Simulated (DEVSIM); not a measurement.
Structure: Ru/Si3N4/SiO2/p-Si capacitor, at 500 K.

```
layer (left to right)  material  thickness (nm)  Na (cm⁻³)
---------------------  --------  --------------  ---------
1                         Si3N4            2.10          -
2                          SiO2           0.830          -
3                            Si           13000       2e15
```

Metal gate on the left, work function 4.7 eV. Fixed charge at the semiconductor interface 6.9e10 cm⁻² (in units of +e); no interface traps.

This is a model device: material constants are rounded textbook-type values typed into the input, and sizes, dopings and lifetimes were drawn at random. Values at 300 K; Nc and Nv go as T^1.5, mobilities as T to minus their exponent, the gap by Varshni's rule with the affinity fixed.

```tsv
parameter	Si3N4	SiO2	Si
gap (eV)	5.1	9	1.124
affinity (eV)	2.1	0.9	4.05
permittivity	7.5	3.9	11.7
Nc (cm⁻³)	-	-	2.86e19
Nv (cm⁻³)	-	-	3.1e19
Varshni α (eV/K)	-	-	0.000473
Varshni β (K)	-	-	636
```

DEVSIM, 1D Poisson equation in equilibrium, Boltzmann statistics, complete ionisation; no quantum confinement or tunnelling. Metal contacts follow the ideal Schottky-Mott rule: no Fermi-level pinning, no interface dipoles.

**Question.** Tabulate band edges, carrier densities and field at 0.2 V on the gate.

**Answer.** Energies count from the Fermi level of the right contact; mesh points crowd at the junctions.

| x (μm) | Ec (eV) | Ev (eV) | n (cm⁻³) | p (cm⁻³) | field (V/cm) |
|---|---|---|---|---|---|
| 0.000 | 2.400 | -2.700 | < 1e2 | < 1e2 | -980 |
| 0.0009784 | 2.400 | -2.700 | < 1e2 | < 1e2 | -980 |
| 0.001900 | 2.400 | -2.700 | < 1e2 | < 1e2 | -980 |
| 0.002576 | 3.600 | -5.400 | < 1e2 | < 1e2 | -1900 |
| 0.004134 | 0.451 | -0.615 | 1.8e15 | 4.3e13 | 10000 |
| 0.007673 | 0.454 | -0.611 | 1.6e15 | 4.6e13 | 9800 |
| 0.01602 | 0.462 | -0.603 | 1.3e15 | 5.6e13 | 9300 |
| 0.04845 | 0.490 | -0.575 | 7.1e14 | 1.1e14 | 7900 |
| 0.1144 | 0.534 | -0.531 | 2.5e14 | 2.9e14 | 5600 |
| 0.2738 | 0.592 | -0.474 | 6.7e13 | 1.1e15 | 2000 |
| 0.6583 | 0.616 | -0.449 | 3.8e13 | 2.0e15 | 89 |
| 2.152 | 0.617 | -0.448 | 3.7e13 | 2.0e15 | ≈ 0 |
| 5.193 | 0.617 | -0.448 | 3.7e13 | 2.0e15 | ≈ 0 |
| 9.590 | 0.617 | -0.448 | 3.7e13 | 2.0e15 | ≈ 0 |
| 11.96 | 0.617 | -0.448 | 3.7e13 | 2.0e15 | ≈ 0 |
| 12.59 | 0.617 | -0.448 | 3.7e13 | 2.0e15 | ≈ 0 |
| 12.83 | 0.617 | -0.448 | 3.7e13 | 2.0e15 | ≈ 0 |
| 12.93 | 0.617 | -0.448 | 3.7e13 | 2.0e15 | ≈ 0 |
| 12.98 | 0.617 | -0.448 | 3.7e13 | 2.0e15 | ≈ 0 |
| 12.99 | 0.617 | -0.448 | 3.7e13 | 2.0e15 | ≈ 0 |
| 13.00 | 0.617 | -0.448 | 3.7e13 | 2.0e15 | ≈ 0 |
| 13.00 | 0.617 | -0.448 | 3.7e13 | 2.0e15 | ≈ 0 |
